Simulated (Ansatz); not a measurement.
# HfO2: energy against strain

HfO2 (fluorite, Fm-3m, 10.423 Å³/atom at rest, cube axes along x, y and z) under a strain ε along a cube axis (axis z), the other axes held. LDA in Ansatz, a plane-wave DFT program (PAW, default set), 420 eV, 11×11×11 Γ-centred mesh, Fermi-Dirac smearing 0.05 eV; ions are relaxed within the symmetry of each cell.

Here s stands for strain and y for E less E0.

```
strain (%)  E less E0 (meV/atom)
----------  --------------------
-3.00                          ?
-1.50                       4.45
-1.00                       1.92
-0.50                       0.42
0.00                        0.00
0.50                        0.42
1.00                        1.89
1.50                        4.25
```

Taking a parabola for y over the 7 complete rows: Least squares gives y = -0.044 - 0.0471·s + 1.9514·s². Residuals (row less fit): 0.033, -0.034, -0.047, 0.044, 0.000, 0.030, -0.026; standard error 0.045 (degrees of freedom: 4). Twice the quadratic coefficient over the volume, 2 × 1.9514 meV × 10⁴ × 0.1602 / 10.423 Å³, is the elastic constant C11 = 600 ± 6 GPa.

Predict the withheld y at s = -3.00 from the fit, and compare with the calculation.

y = -0.044 - 0.0471 × (-3.0) + 1.9514 × (-3.0)² = 17.660 meV/atom. The calculation gives 18.51 meV/atom, 0.850 meV/atom above the prediction (4.6 % of the range of y in the table). The row lies outside the fitted rows, so this is an extrapolation. From the scatter of the fitted rows alone, a prediction at this place has a standard error of 0.171 meV/atom, so the miss is 5.0 times that.

One order more, fitted to all 13 runs of the series, follows each within 0.07, so the miss is the next term of a smooth law. The primitive cell can neither tilt nor turn polar against its symmetry, as such crystals can under strain. HfO2 is here the high-temperature cubic form, which is unstable at 0 K; the monoclinic form is the stable one. Rows are the converged runs of the series near zero and its far end; series whose fitted rows scatter by over a few per cent of the range, as at a crossing or softening among them, aren't shown in this form. Most that stay on the fit to the last digits aren't either.
